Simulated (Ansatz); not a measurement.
The reference is Ti in the hcp (Mg type) structure (space group P6_3/mmc, No. 194; a = 2.9391 Å, c = 4.6501 Å).

(Cell as relaxed with PBE.)

Levels (all Ansatz, a first-principles code, PAW): PBE (420 eV, no spin-orbit coupling); r2SCAN (500 eV, no spin-orbit coupling).

Each level relaxes its own structure.

| base | PBE | r2SCAN |
|---|---|---|
| volume per atom | 17.39 Å³ | 17.30 Å³ |
| lattice parameter a | 2.939 Å | 2.936 Å |
| band gap | zero | zero |

The change: full substitution Ti → Hf; the structure is relaxed again.

| quantity | PBE | r2SCAN |
|---|---|---|
| c/a ratio | 1.582 | 1.578 |
| shortest interatomic distance | 3.138 Å | 3.127 Å |
| band gap | zero | zero |

PBE's c/a ratio lies 0.004 above r2SCAN's; PBE's shortest interatomic distance lies 0.011 Å above r2SCAN's (0.3 %); the two agree on the band gap. Neither level is exact; r2SCAN is the comparison here, not a measurement.

Stability against distortions was not tested. The final runs are not spin-polarised.
